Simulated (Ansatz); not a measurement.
Checking a run of Ansatz (an electronic-structure program) on Pd2C (P-3m1, 3 atoms in the cell). The aim is a self-consistent single point with DFT, PBEsol, plane waves, default PAW files made with PBE.

Cell that was meant: a = 2.9763 Å, b = 2.9763 Å, c = 4.8014 Å, α = 90.00°, β = 90.00°, γ = 120.00°.

Part of the input:

Ansatz 0.2 input:
```yaml
  xc: pbesol
  pseudopotentials: { kind: paw }
scf:
  occupations: { method: fixed }
output:
  forces: true
  eigenvalues: true
```

Output, abridged:

```
   [... lines left out ...]
PAW frozen core: Pd, regenerated for the run's functional, and the local potential with it
Initial density: superposition of atomic densities (neutral atoms: chi_scale 0, normalization atom), corrected by the library's trained network
Initial wavefunctions: pseudopotential atomic-orbital guess
Eigensolver: davidson
Functional: x = pbesol(κ = 0.804, μ = 0.12345679012345678), c = pbesol(β = 0.046)
SCF iter   1: F=—  HF=-14058.243042 eV  |F-HF|=—  |Δ(HF+E_count)|=         —  Δρ=1.53e-2  dr2=9.71e-2  ethr=1.77e-3  ⟨swp⟩=4.0  Hψ=2643  notcnv=0  defer=44
all-band conjugate gradients solve this SCF's bands
   [... lines left out ...]
WARN: the bands overlap at the fill by count (20 filled at each k-point of a channel) …
SCF 1 converged in 7 iterations: F = -14058.216121 eV  dr2 = 4.18e-8
Free energy (F): -14058.216121 eV
Internal energy: -14058.216121 eV  (E = F + TS)
E sigma→0 (E₀):  -14058.216121 eV
Fermi energy:    18.963690 eV
--- Forces (eV/Å), atoms counted from 1 ---
  atom   1  C      0.00000000     0.00000000     0.00000000
  atom   2  Pd    -0.00000000     0.00000000    -0.25292387
  atom   3  Pd     0.00000000     0.00000000     0.25292387
--- Stress (GPa, compression-positive) ---
        0.045736      -0.000000      -0.000000
       -0.000000       0.045736      -0.000000
       -0.000000       0.000000      -9.053878
  P = ⅓ Tr σ = -2.9875 GPa (-29.875 kbar)
  The stress holds the Pulay correction. Without it, at fixed plane waves, as pw.x and ABINIT print it: P = -3.1774 GPa
```

Q: Is anything amiss in this input, and did it matter?

A: The run is not sound. The fault is fixed (insulator-type) occupations in a metal. Fixed occupations assume a gap. Where bands overlap, the filling has to be decided k-point by k-point from a Fermi level. To fix it, use a smearing (or tetrahedra) with enough empty bands. The run converged in 7 iterations without an error; against the sound input the free energy rises by 30.7 meV/atom, the pressure goes from -2.54 to -2.99 GPa and the largest force moves little (0.246 to 0.253 eV/Å). The full log also holds (shortened here): “WARN: iter 1: σ=0 fill of 20 bands saw a band overlap (occupied 19.1272 eV > unoccupied 18.4698 eV) — on an unconverged iterate often a transient of an (band_overlap_at_count)”.

The sound input it was made from differs as follows (other fixes are possible):
```diff
-  occupations: { method: fixed }
+  occupations: { method: gaussian, width: 0.02 Ry }
```

With that input, the run converged in 7 iterations: free energy E − TS (on the zero of these files) -14058.3084 eV; Fermi level (on the code's own zero) 18.67 eV; pressure -2.54 GPa; largest force (vector length) 0.246 eV/Å (DFT, PBEsol, plane waves, default PAW files made with PBE).

On the sound input: the starting cell was generated: these elements placed on a structure prototype, without a prior relaxation; it need not be a known phase or ordering of this composition. Its lattice was rescaled by a random factor within 2.5 % of one. Spin polarisation is off. Ansatz's pressure includes its estimate of the finite-basis (Pulay) stress.
